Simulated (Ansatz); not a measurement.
Worked example: dielectric-response calculation of BP (F-43m, 2 atoms in the cell) in Ansatz (a program for electronic structure).

Level of theory: PBE (plane waves, PAW; Ansatz).

```yaml
crystal:
  lattice:
    - [0.00000, 2.28135, 2.28135]
    - [2.28135, 0.00000, 2.28135]
    - [2.28135, 2.28135, 0.00000]
  atoms:
    - { symbol: B, position: [0.00000, 0.00000, 0.00000] }
    - { symbol: P, position: [0.25000, 0.25000, 0.25000] }
```

Reference input (self-consistent single point, DFT, PBE, plane waves, default PAW files): basis.ecutwfc = 420 eV; kpoints.mp_grid.grid = 9 9 9; hamiltonian.xc = pbe; hamiltonian.pseudopotentials = {kind: paw} (the program's default PAW files); scf.occupations.method = fermi_dirac; scf.occupations.width = 0.05 eV. This run's input differs from it in these lines:

Ansatz 0.2 input:
```diff
@@ -11,3 +11,3 @@
 kpoints:
-  mp_grid: { grid: [9, 9, 9] }
+  mp_grid: { grid: [12, 12, 12] }
 hamiltonian:
@@ -16,7 +16,4 @@
 scf:
-  occupations: { method: fermi_dirac, width: 0.05 }
-output:
-  forces: true
-  eigenvalues: true
-  stress: true
+  occupations: { method: fixed }
+dielectric: {}
```

Log, with long lists cut:

```
SCF iter   1: F=—  HF=-912.446146 eV  |F-HF|=—  |Δ(HF+E_count)|=         —  Δρ=1.56e-3  dr2=5.38e-4  ethr=1.77e-3  ⟨swp⟩=5.1  Hψ=16447  notcnv=0  defer=532
all-band conjugate gradients solve this SCF's bands
preconditioner: auto → none
SCF iter   2: F=—  HF=-912.446234 eV  |F-HF|=—  |Δ(HF+E_count)|=   8.82e-5  Δρ=8.78e-4  dr2=1.84e-4  ethr=6.72e-6  ⟨swp⟩=2.4  Hψ=6160  notcnv=0  defer=549
SCF iter   3: F=—  HF=-912.446195 eV  |F-HF|=—  |Δ(HF+E_count)|=   3.84e-5  Δρ=4.05e-4  dr2=1.86e-5  ethr=2.30e-6  ⟨swp⟩=2.0  Hψ=3160  notcnv=0  defer=535
   [... lines left out ...]
SCF iter   5: F=—  HF=-912.446215 eV  |F-HF|=—  |Δ(HF+E_count)|=   1.63e-6  Δρ=4.38e-5  dr2=5.90e-7  ethr=7.59e-8  ⟨swp⟩=2.0  Hψ=3072  notcnv=0  defer=481
SCF iter   6: F=—  HF=-912.446215 eV  |F-HF|=—  |Δ(HF+E_count)|=   2.35e-7  Δρ=1.27e-5  dr2=4.96e-8  ethr=7.37e-9  ⟨swp⟩=2.0  Hψ=3279  notcnv=0  defer=477
SCF iter   7: F=—  HF=-912.446215 eV  |F-HF|=—  |Δ(HF+E_count)|=   1.52e-8  Δρ=1.79e-6  dr2=9.86e-10  ethr=6.20e-10  ⟨swp⟩=2.0  Hψ=3280  notcnv=0  defer=477
SCF iter   8: F=-912.446215 eV  HF=-912.446215 eV  |F-HF|=1.93e-12  |Δ(HF+E_count)|=  3.03e-10  Δρ=9.23e-8  dr2=2.52e-12  ethr=1.25e-12  ⟨swp⟩=5.1  Hψ=13225  notcnv=0
SCF 1 converged in 8 iterations: F = -912.446215 eV  dr2 = 2.52e-12
DFPT response loops at Γ: preconditioner auto → none (the input reference at scf.mixing.eps_inf says where Resta's filter doesn't serve); β = 0.50 …
── the response to a field inside a basis, on 12×12×12 k-points: an SCF that follows is theirs, and a resumed run solves both again ──
Crystal: 2 atoms, lattice volume = 23.747 Å³
Bands: 5, of which v1, the nominal top of the filled ones, is band 4 counted from 1 (3 counted from 0)
k-points: 182 of 1728 (irreducible under 6 space group operations, time reversal used)
Initial density: handed on by an earlier stage of this run
Initial wavefunctions: pseudopotential atomic-orbital guess (no wavefunctions were taken with the density)
Eigensolver: Dense (182 Hₖ)
   [... lines left out ...]
Free energy (F): -912.446215 eV
Fermi energy:    9.043107 eV
   [... lines left out ...]
         0.00000    0.00000   -0.46122
    site 1:
         0.46122   -0.00000   -0.00000
         0.00000    0.46122    0.00000
        -0.00000   -0.00000    0.46122
  Z* charge neutrality: 2.559e-5 e pre-enforcement
  solved inside a basis spanned on kpoints, on 12×12×12 k-points, its susceptibility summed on 16×16×16 …
```

The run converged in 11 iterations. 

Summary of the result:
Free energy E − TS (on the zero of these files): -912.4462 eV
Top of the valence band (on the code's own zero): 9.04 eV
Gap on the k-point mesh: 1.26 eV
ε∞ at this k-point mesh, which may be far from converged in small-gap cells (xx, yy, zz): 9.16, 9.16, 9.16
Born charges at this mesh (mean of the diagonal, e): B -0.46, P 0.46

The starting cell has typed, rounded lattice constants, without a prior relaxation at this level. Its lattice was rescaled by up to half a per cent.
